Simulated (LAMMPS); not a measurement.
MD of Cu (fcc) at zero pressure, 4000 atoms, as a liquid; each row is its own run.

Model: classical MD, pair style eam/alloy, file Cu_mishin1.eam.alloy, run in LAMMPS.

```csv
T (K),D(Cu) (cm²/s)
950,9.22e-6
1220,2.27e-5
1360,3.42e-5
1490,4.05e-5
1900,7.30e-5
2170,0.000106
```

Q: Fit an Arrhenius law, ln y = a + b / x, to these rows (x is the first column, y the second) and predict the run at x = 1700.

A: Least squares gives a = -7.3438 and b = -4055. The slope times kB gives an activation energy of 0.35 eV. At x = 1700 the fit predicts 5.95e-5 cm²/s. The run itself gave (5.7 ± 0.1) × 10^-5 cm²/s, so the fit is 4.6 % high.

Caution (rows 950; 1220): this liquid lies under the melting point of about 1340 K that EAM-type Cu_mishin1.eam.alloy gives, so it is undercooled.

Errors of D are the spread over four groups of atoms in one short run; a floor of about 5 %, a picked value, is safer.
